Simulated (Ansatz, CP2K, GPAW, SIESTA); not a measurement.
**CdSe (F-43m, 2 atoms in the cell) computed with different codes at matched settings**

Band-structure calculation.

```xyz
2
Lattice="0.0000 3.0250 3.0250 3.0250 0.0000 3.0250 3.0250 3.0250 0.0000" Properties=species:S:1:pos:R:3 pbc="T T T"
Cd     0.0000     0.0000     0.0000
Se     1.5125     1.5125     1.5125
```

Shared settings, as Ansatz (a first-principles code) writes them: kpoints.mp_grid.grid = 9 9 9; scf.occupations.method = fermi_dirac; scf.occupations.width = 0.05 eV. Potentials and cutoffs stand in the table.

```
code                                                                                                                      model  gap along the path (eV)  smallest direct gap (eV)       cutoff
------  -----------------------------------------------------------------------------------------------------------------------  -----------------------  ------------------------  -----------
SIESTA  GGA PBE, numerical atomic orbitals DZP, PseudoDojo PBE standard norm-conserving potentials (rewritten from UPF to PSML)                     0.88                      0.88  grid 350 Ry
Ansatz                                                                                                   PBE, default PAW files                     0.64                      0.64      default
GPAW                                                                               PBE, GPAW PAW datasets PBE (gpaw-data 1.0.1)                     0.64                      0.64       600 eV
CP2K                                                    PBE, GPW, DZVP-MOLOPT-SR-GTH basis, GTH-PBE potentials (GTH_POTENTIALS)                     0.65                      0.65  grid 500 Ry
```

The spread over the programs that give each value: gap along the path within 0.24 eV; smallest direct gap within 0.24 eV.

SIESTA and CP2K use small atom-centred bases, whose incompleteness enters pressures, forces and empty levels differently from a plane-wave cutoff.

In the gap along the path, SIESTA stands apart from the plane-wave programs.

The starting cell has typed, rounded lattice constants, without a prior relaxation at this level.

Left out of this page: Quantum ESPRESSO, Elk and FLEUR (not drawn, or without a comparable value); ABINIT (failed or unconverged).

Keys are those of Ansatz 0.2.
